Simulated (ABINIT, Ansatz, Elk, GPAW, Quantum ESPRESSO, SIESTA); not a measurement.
**Code comparison for Cu₃Pd (Pm-3m, 4 atoms in the cell)**

Self-consistent single point, at a second geometry (lattice scaled by 0.98). First geometry:

```yaml
crystal:
  lattice:
    - [3.68588, 0.00000, 0.00000]
    - [0.00000, 3.68588, 0.00000]
    - [0.00000, 0.00000, 3.68588]
  atoms:
    - { symbol: Cu, position: [0.00000, 0.50000, 0.50000] }
    - { symbol: Cu, position: [0.50000, 0.00000, 0.50000] }
    - { symbol: Cu, position: [0.50000, 0.50000, 0.00000] }
    - { symbol: Pd, position: [0.00000, 0.00000, 0.00000] }
```

Shared settings, as Ansatz (an electronic-structure program) writes them: kpoints.mp_grid.grid = 9 9 9; scf.occupations.method = fermi_dirac; scf.occupations.width = 0.05 eV. Potentials and cutoffs stand in the table.

| code | model | ΔF from the first geometry (meV/atom) | pressure (GPa) | cutoff |
|---|---|---|---|---|
| SIESTA | GGA PBEsol, numerical atomic orbitals DZP, PseudoDojo PBEsol standard norm-conserving potentials (rewritten from UPF to PSML) | -12.4 | 2.09 | grid 300 Ry |
| GPAW | PBEsol, GPAW PAW datasets PBEsol (made by gpaw-setup) | 12.7 | 8.02 | 800 eV |
| Elk | PBEsol, all-electron FP-LAPW, Elk's shipped species files, default APW+lo basis | -5.8 | – | rgkmax 7 |
| ABINIT | PBEsol, PAW (JTH v2.0 PBE PAW, files made for PBE) | 5.7 | 6.73 | 816 eV |
| Ansatz | PBEsol, PAW files made with PBE | 4.4 | 6.69 | default |
| Quantum ESPRESSO | PBEsol, SSSP 1.1.2 precision (PBE) pseudopotentials | 3.5 | 4.12 | 75 Ry |

For GPAW (by 0.6 GPa) and Quantum ESPRESSO (by 2.4 GPa) the energy change implies a higher mean pressure, against the two pressures, than for the other programs: a sign of finite-basis (Pulay) stress.

A dash marks a value that a program does not give, or that is left out as unsure.

On Ansatz's run: spin polarisation is off.

The spread over the programs that give each value: ΔF from the first geometry within 25.1 meV/atom; pressure within 5.93 GPa.

SIESTA uses small atom-centred bases, whose incompleteness enters pressures, forces and empty levels differently from a plane-wave cutoff. Elk treats all electrons, but the usual bases taken here (sphere radii, linearisation, local orbitals, empty states) were not tested for convergence, so the values are no reference for the others. Ansatz's pressure is given at a fixed set of plane waves, as the other plane-wave codes print theirs; with its correction for the finite basis it is 6.80 GPa. In the pressure, SIESTA (by 4.62), GPAW (by 1.31) and Quantum ESPRESSO (by 2.59) lie more than 1 GPa from the median of the plane-wave programs.

The starting cell comes from a database of computed structures (which also holds hypothetical and non-ambient phases and stackings), without a prior relaxation at this level. Its lattice was rescaled by a random factor within 2.5 % of one. For this run, on top of that: lattice scaled by 0.98.

Left out of this page: FLEUR (with a known weakness of the program).

Keys are those of Ansatz 0.2.
